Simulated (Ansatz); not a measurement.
Ansatz (an electronic-structure program), DFT, r2SCAN, plane waves, its default PAW files: Cs2NaScCl6, supercell, atoms displaced (from the phase in space group 225, mp-1111433) (NaCl6ScCs2), 10 atoms. Basis and mesh were picked for this test and aren't claimed converged.

```
Item                                                     Result
------------------------------  -------------------------------
cell                            7.54, 7.54, 7.54 Å; 60, 60, 60°
distance to the nearest atom                     2.41 to 3.73 Å
task                                               single point
k mesh                                                    4×4×4
hamiltonian.xc                                           r2scan
kind of files                                               paw
scf.occupations.method                              fermi_dirac
scf.occupations.width                                   0.05 eV
output.forces                                              true
binding of workers (--pin)                                  off
k-point pools (--kpoint-pools)                                1
memory maximum (--max-ram)                                 8GiB
accuracy                                       medium (default)
basis.precision                                  auto (default)
basis.xc_grid                                       4 (default)
scf.eigensolver.kind                             auto (default)
scf.mixing.algorithm                             auto (default)
scf.mixing.preconditioner                        auto (default)
scf.convergence.dr2_threshold              3.0326e-07 (default)
scf.lower_state_search                          light (default)
k-points after symmetry                                      36
bands at the start                                           50
electrons                                                    80
plane waves at Γ                                           7727
cutoff (eV)                                                 500
FFT grid                                               60×60×60
symmetry operations                                           1
```

One run each. The counts of a restarted run leave out the earlier run.

All on 4 threads. Base settings, kept where nothing else is said: earlier_run = none (default) (scf.initial_density.chi_scale, scf.initial_density.normalization, checkpoint.read, checkpoint.density_extrapolation, kpoints.initial_grid not set). The settings tried:
- checkpoint.read = first.ck, earlier_run = first_atom_moved_ang=0 orbitals_saved=false scf.convergence.dr2_threshold=0.001
- checkpoint.read = first.ck, earlier_run = first_atom_moved_ang=0 orbitals_saved=false hamiltonian.xc=pbe
- checkpoint.read = first.ck, earlier_run = first_atom_moved_ang=0.03 orbitals_saved=false
- scf.initial_density.chi_scale = 0.1
- checkpoint.read = first.ck, earlier_run = first_atom_moved_ang=0.1 orbitals_saved=false, checkpoint.density_extrapolation = follow_atoms
- checkpoint.read = first.ck, earlier_run = first_atom_moved_ang=0.1 orbitals_saved=false
- checkpoint.read = first.ck, earlier_run = first_atom_moved_ang=0.3 orbitals_saved=false
- checkpoint.read = first.ck, earlier_run = first_atom_moved_ang=0.1 orbitals_saved=false, checkpoint.density_extrapolation = none
- checkpoint.read = first.ck, earlier_run = first_atom_moved_ang=0 orbitals_saved=false kpoints.mp_grid.grid=2×2×2
- checkpoint.read = first.ck, earlier_run = first_atom_moved_ang=0.03 orbitals_saved=true, checkpoint.density_extrapolation = none
- the base settings
- kpoints.initial_grid = auto
- checkpoint.read = first.ck, earlier_run = first_atom_moved_ang=0 orbitals_saved=true scf.convergence.dr2_threshold=0.001
- scf.initial_density.chi_scale = 0, scf.initial_density.normalization = cell

Problem. Predict which of these converge in the fewest SCF iterations (all cycles of the run, searches included).

Solution. Fewest SCF iterations (all cycles of the run, searches included), with those close behind: checkpoint.read = first.ck, earlier_run = first_atom_moved_ang=0 orbitals_saved=true scf.convergence.dr2_threshold=0.001 (2); checkpoint.read = first.ck, earlier_run = first_atom_moved_ang=0 orbitals_saved=false scf.convergence.dr2_threshold=0.001 (3); checkpoint.read = first.ck, earlier_run = first_atom_moved_ang=0 orbitals_saved=false kpoints.mp_grid.grid=2×2×2 (5). Most among those that reach the base run's result: kpoints.initial_grid = auto (11); checkpoint.read = first.ck, earlier_run = first_atom_moved_ang=0.1 orbitals_saved=false, checkpoint.density_extrapolation = none (9); checkpoint.read = first.ck, earlier_run = first_atom_moved_ang=0.03 orbitals_saved=true, checkpoint.density_extrapolation = none (8); checkpoint.read = first.ck, earlier_run = first_atom_moved_ang=0.3 orbitals_saved=false (8); scf.initial_density.chi_scale = 0, scf.initial_density.normalization = cell (8); scf.initial_density.chi_scale = 0.1 (8). All converged.

| setting | SCF iterations (all cycles of the run, searches included) | applications of H to a band | end |
|---|---|---|---|
| checkpoint.read = first.ck, earlier_run = first_atom_moved_ang=0 orbitals_saved=true scf.convergence.dr2_threshold=0.001 | 2 | 15208 | converged |
| checkpoint.read = first.ck, earlier_run = first_atom_moved_ang=0 orbitals_saved=false scf.convergence.dr2_threshold=0.001 | 3 | 29317 | converged |
| checkpoint.read = first.ck, earlier_run = first_atom_moved_ang=0 orbitals_saved=false kpoints.mp_grid.grid=2×2×2 | 5 | 29008 | converged |
| the base settings | 6 | 30097 | converged |
| checkpoint.read = first.ck, earlier_run = first_atom_moved_ang=0.03 orbitals_saved=false | 6 | 33154 | converged |
| checkpoint.read = first.ck, earlier_run = first_atom_moved_ang=0.1 orbitals_saved=false, checkpoint.density_extrapolation = follow_atoms | 6 | 31726 | converged |
| checkpoint.read = first.ck, earlier_run = first_atom_moved_ang=0.1 orbitals_saved=false | 7 | 35308 | converged |
| checkpoint.read = first.ck, earlier_run = first_atom_moved_ang=0 orbitals_saved=false hamiltonian.xc=pbe | 7 | 35157 | converged |
| scf.initial_density.chi_scale = 0.1 | 8 | 36108 | converged |
| scf.initial_density.chi_scale = 0, scf.initial_density.normalization = cell | 8 | 33369 | converged |
| checkpoint.read = first.ck, earlier_run = first_atom_moved_ang=0.3 orbitals_saved=false | 8 | 37690 | converged |
| checkpoint.read = first.ck, earlier_run = first_atom_moved_ang=0.03 orbitals_saved=true, checkpoint.density_extrapolation = none | 8 | 34609 | converged |
| checkpoint.read = first.ck, earlier_run = first_atom_moved_ang=0.1 orbitals_saved=false, checkpoint.density_extrapolation = none | 9 | 44057 | converged |
| kpoints.initial_grid = auto | 11 | 33193 | converged |

Keys are those of Ansatz 0.2.
